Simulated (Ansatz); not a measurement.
The reference is Mg$_{2}$Ge in the anti-fluorite structure (space group Fm-3m, No. 225; a = 6.364 Å). Axes: x, y, z lie along the cube axes.

All numbers come from PBEsol (Ansatz, a first-principles code, PAW, no SOC).

Base values:

| Item | Result |
|---|---|
| Band gap | 0.08 eV |
| Shortest interatomic distance | 275.6 pm |
| Pressure | 0.0 GPa |

It is then changed as follows: biaxial strain +2.08 %, plane normal [111], relaxed out of plane (Cartesian); in-plane vectors clamped, the third vector and the atoms free.

Q: What happens to the energy relative to the base, band gap, shortest interatomic distance and pressure?

A: The energy increases by 6.8 meV/atom; the band gap becomes zero (base: 0.08 eV); the shortest interatomic distance shrinks by 1.4 pm (275.6 pm → 274.2 pm); the pressure (mean of the normal stresses, compression positive) goes from zero to -1.6 GPa.

Whether these cells are dynamically stable was not tested. The final runs are not spin-polarised. A zero or small gap of Mg2Ge can be the functional's error rather than a property of the material.
